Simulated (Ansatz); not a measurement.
Start from AlN in the wurtzite structure (space group P6_3mc, No. 186; a = 3.089 Å, c = 4.943 Å). Axes: x lies along a and z along c of the hexagonal cell.

Level of theory: LDA in Ansatz (plane waves to 420 eV, PAW, spin-orbit coupling left out).

Strains are applied to the cell and any free atomic positions relax; under biaxial strain the out-of-plane vector relaxes too.

One change was made to it. Results:

| quantity | base | after |
|---|---|---|
| volume per atom | 10.21 Å³ | 9.95 Å³ |
| electron mass | 0.32 mₑ (at Γ) | 0.30 mₑ out of plane, 0.34 mₑ in plane (at Γ) |
| pressure (mean of the normal stresses, compression positive) | -0.01 GPa | 6.08 GPa |
| band gap | 4.42 eV | 4.76 eV |

What was done to the base?
(A) biaxial strain −1.20 %, plane normal [001], relaxed out of plane
(B) biaxial strain −3.00 %, plane normal [001], relaxed out of plane
(C) biaxial strain −0.60 %, plane normal [001], relaxed out of plane
(D) biaxial strain −2.40 %, plane normal [001], relaxed out of plane
(E) biaxial strain −1.80 %, plane normal [001], relaxed out of plane

E, biaxial strain −1.80 %, plane normal [001], relaxed out of plane. For comparison, the electron mass in the other runs: biaxial strain −2.40 %, plane normal [001], relaxed out of plane gives 0.30 mₑ out of plane, 0.35 mₑ in plane (at Γ); biaxial strain −3.00 %, plane normal [001], relaxed out of plane gives 0.39 mₑ out of plane, 0.64 mₑ in plane (at K); biaxial strain −0.60 %, plane normal [001], relaxed out of plane gives 0.31 mₑ out of plane, 0.33 mₑ in plane (at Γ); biaxial strain −1.20 %, plane normal [001], relaxed out of plane gives 0.30 mₑ out of plane, 0.33 mₑ in plane (at Γ).

Effective masses come from finite differences of ±0.01 Å⁻¹. Semilocal Kohn–Sham gaps tend to fall short of experiment. Stability against distortions was not tested.

Ansatz is a program for electronic structure.
